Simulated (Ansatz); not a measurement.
Defect: N vacancy in wurtzite AlN, charge state +3. The step: a nearby N atom hops onto the vacant site; the atom moves 3.13 Å along (-0.68, -0.34, 0.51) of the unit cell; the moving atom starts with neighbours Al at 1.84, 2 Al at 1.90, Al at 1.96 Å and ends with Al at 1.83, Al at 1.90, 2 Al at 1.95 Å. DFT values are from Ansatz (plane-wave PAW, 420 eV unless said) in a cell of 192 host sites, spin-restricted, static, with no finite-size correction. The charge state is imposed; whether it is stable for some Fermi level was not computed. Forms of the defect that were not tried may lie lower. For the PBE band: the saddle point's order was not checked.

```csv
Level,Forward barrier (eV),Cost of the band or of the saddle's single point
"PBE, the Γ point alone, band relaxed",2.73,about 60 core-minutes (a rough figure)
"PBE, a 2×2×2 k-point mesh shifted by half a step along c, same geometries",2.79,roughly 7 core-minutes
"r2SCAN at 500 eV, the Γ point alone, same geometries",(withheld),around 2.2 core-minutes (rough)
```

Q: Complete the blanks.

A: 
- r2SCAN at 500 eV, the Γ point alone, same geometries, Forward barrier (eV): 2.95

At the Γ point alone and the same geometries, HSE06 less PBE is +0.21 eV for this barrier.

Ansatz is a quantum-chemistry and plane-wave program.
